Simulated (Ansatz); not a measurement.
# BP under a change: biaxial strain −3.00 %, plane normal [001], relaxed out of plane

The reference is BP in the zinc blende structure (space group F-43m, No. 216; a = 4.520 Å). Axes: x, y, z lie along the cube axes.

It is then changed as follows: biaxial strain −3.00 %, plane normal [001], relaxed out of plane (Cartesian); in-plane vectors clamped, the third vector and the atoms free.

Calculations: Ansatz (an electronic-structure program), PBEsol, PAW, cutoff 420 eV, without spin-orbit coupling. Γ-centred 13×13×13 mesh, Fermi–Dirac width 0.05 eV.

The volume per atom drops by 0.53 Å³, from 11.54 Å³ to 11.01 Å³ and the space group goes from F-43m (No. 216) to I-4m2 (No. 119). The shortest interatomic distance falls by 0.0296 Å (1.957 Å → 1.928 Å) and the energy goes up by 27 meV/atom. The pressure (mean of the normal stresses, compression positive) rises by 8.66 GPa, from -0.01 GPa to 8.65 GPa and the band gap decreases by 0.407 eV, from 1.11 eV to 0.71 eV. The gap character comes out as indirect, Γ → Γ–X (84 % along) and the smallest direct gap drops by 0.15 eV (3.38 eV → 3.23 eV). The valence-band top at Γ (three highest levels, from the VBM) changes from 0.00, 0.00, 0.00 eV to 0.00, 0.00, -0.47 eV and the valley order (the lowest conduction-band minima on the path, energy above the VBM, named in the base's zone) goes from a point along ⟨100⟩, about 1.2 Å⁻¹ from Γ 1.11 eV to a point along [010], about 1.2 Å⁻¹ from Γ 0.71 eV; a point along [001], about 1.2 Å⁻¹ from Γ 1.27 eV. The out-of-plane strain amounts to +1.40 % and the ratio −ε⊥/ε∥ comes out as 0.47. The mean in-plane stress (compression positive) comes out as +13.0 GPa.

Cost of the whole job for the changed cell (relaxation, final SCF and bands): about 23 core-seconds (a rough figure).

Stability against distortions was not tested. k-point labels follow each cell's own Brillouin zone.
